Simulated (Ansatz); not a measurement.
Results of r²SCAN in Ansatz (plane waves, PAW) for Ca₃Ti₂O₇ (Cmc2₁, No. 36, 24 atoms in the cell; start mp-4163).

Settings: plane-wave cutoff 560 eV, 8×8×6 k mesh (along the axes of the cell as run), Fermi–Dirac smearing 0.01 eV, no spin polarisation, scalar-relativistic PAW data made under PBE.

Cell (relaxed with PBEsol):

```cif
data_Ca6O14Ti4
_chemical_formula_sum 'Ca6 Ti4 O14'
_space_group_name_H-M_alt 'P 1'
_space_group_IT_number 1
_cell_length_a 10.00264
_cell_length_b 10.00264
_cell_length_c 5.44108
_cell_angle_alpha 90.000
_cell_angle_beta 90.000
_cell_angle_gamma 31.218
loop_
_space_group_symop_operation_xyz
  'x, y, z'
loop_
_atom_site_label
_atom_site_type_symbol
_atom_site_fract_x
_atom_site_fract_y
_atom_site_fract_z
_atom_site_occupancy
Ca1 Ca 0.74583 0.25417 0.04045 1
Ca2 Ca 0.25417 0.74583 0.54045 1
Ca3 Ca 0.44605 0.92914 0.45902 1
Ca4 Ca 0.55395 0.07086 0.95902 1
Ca5 Ca 0.07086 0.55395 0.45902 1
Ca6 Ca 0.92914 0.44605 0.95902 1
Ti1 Ti 0.84944 0.35013 0.49338 1
Ti2 Ti 0.15056 0.64987 0.99338 1
Ti3 Ti 0.64987 0.15056 0.49338 1
Ti4 Ti 0.35013 0.84944 0.99338 1
O1 O 0.84646 0.92811 0.21273 1
O2 O 0.15354 0.07189 0.71273 1
O3 O 0.07189 0.15354 0.21273 1
O4 O 0.92811 0.84646 0.71273 1
O5 O 0.37631 0.45613 0.29429 1
O6 O 0.62369 0.54387 0.79429 1
O7 O 0.54387 0.62369 0.29429 1
O8 O 0.45613 0.37631 0.79429 1
O9 O 0.11882 0.48544 0.02352 1
O10 O 0.88118 0.51456 0.52352 1
O11 O 0.51456 0.88118 0.02352 1
O12 O 0.48544 0.11882 0.52352 1
O13 O 0.17621 0.82379 0.98528 1
O14 O 0.82379 0.17621 0.48528 1
```

**Question.** Estimate the band gap, smallest direct gap on the k points sampled and direct gap at Γ that the calculation returns.

**Answer.** 
- band gap = 2.94 eV (indirect)
- smallest direct gap on the k points sampled = 3.00 eV
- direct gap at Γ = 3.02 eV

Note: cell and atoms aren't relaxed at this level (largest force component 0.04 eV/Å, pressure 2.1 GPa).

A start named mp-… is a Materials Project structure, which need not be a measured phase.

Ansatz is a program for electronic structure.
